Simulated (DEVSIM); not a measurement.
System: abrupt Si n-p junction, at 300 K.

```csv
layer (left to right),material,thickness (μm),Nd (cm⁻³),Na (cm⁻³),τn (s),τp (s)
1,Si,8.40,1.5e17,-,5.3e-5,5.3e-5
2,Si,0.870,-,2.3e14,5.3e-5,5.3e-5
```

Left contact: ohmic. Right contact: ohmic. Voltage is applied to the left contact. Recombination: SRH at mid-gap. Mobility is constant in doping.

Constants are typed, rounded textbook-type inputs, not results; the design itself was drawn at random and stands for no fabricated device. Values at 300 K.

| parameter | Si |
|---|---|
| gap (eV) | 1.124 |
| affinity (eV) | 4.05 |
| permittivity | 11.7 |
| Nc (cm⁻³) | 2.86e19 |
| Nv (cm⁻³) | 3.1e19 |
| μn (cm²/Vs) | 1417 |
| μp (cm²/Vs) | 470 |

DEVSIM, 1D drift-diffusion, Boltzmann statistics, complete ionisation; no tunnelling, impact ionisation, image-force lowering or self-heating.

Question: Give the small-signal capacitance in reverse bias (quasi-static).

Answer: 
| V (V) | C (nF/cm²) |
|---|---|
| 0.1 | 12.3 |
| 0.25 | 12.2 |
| 0.5 | 12.1 |
| 0.75 | 12.0 |
| 1 | 11.9 |
| 1.5 | 11.8 |
| 2 | 11.8 |
| 2.5 | 11.7 |
| 3.25 | 11.6 |
| 4 | 11.6 |
| 5 | 11.5 |
